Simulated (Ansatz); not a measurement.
Base system: SrTiO3 in the cubic perovskite structure (space group Pm-3m, No. 221).

```
SrTiO3
1.0
    3.85418     0.00000     0.00000
    0.00000     3.85418     0.00000
    0.00000     0.00000     3.85418
Sr Ti O
1 1 3
Direct
  0.00000   0.00000   0.00000
  0.50000   0.50000   0.50000
  0.50000   0.00000   0.50000
  0.00000   0.50000   0.50000
  0.50000   0.50000   0.00000
```

Cartesian axes are those of the cell as printed.

Level of theory: LDA/PAW in Ansatz (a quantum-chemistry and plane-wave program), no spin-orbit coupling.

Strains are applied to the cell and any free atomic positions relax; under biaxial strain the out-of-plane vector relaxes too.

One change was made to it. Results:

The pressure (mean of the normal stresses, compression positive) goes from zero to -4.69 GPa; the energy increases by 9.4 meV/atom; the shortest interatomic distance falls by 0.019 Å (1.927 Å → 1.908 Å).

Question: Name the change that was made.
A. biaxial strain +1.20 %, plane normal [001], relaxed out of plane
B. biaxial strain +1.80 %, plane normal [001], relaxed out of plane
C. biaxial strain +0.60 %, plane normal [001], relaxed out of plane
D. biaxial strain +3.00 %, plane normal [001], relaxed out of plane

Answer: B, biaxial strain +1.80 %, plane normal [001], relaxed out of plane. For comparison, the energy relative to the base in the other runs: biaxial strain +0.60 %, plane normal [001], relaxed out of plane gives +1.0 meV/atom; biaxial strain +1.20 %, plane normal [001], relaxed out of plane gives +4.2 meV/atom; biaxial strain +3.00 %, plane normal [001], relaxed out of plane gives +25 meV/atom.

Stability against distortions was not tested. All final runs are without spin polarisation. Many cubic perovskites are stable only at high temperature; tilts and polar distortions were not tested.
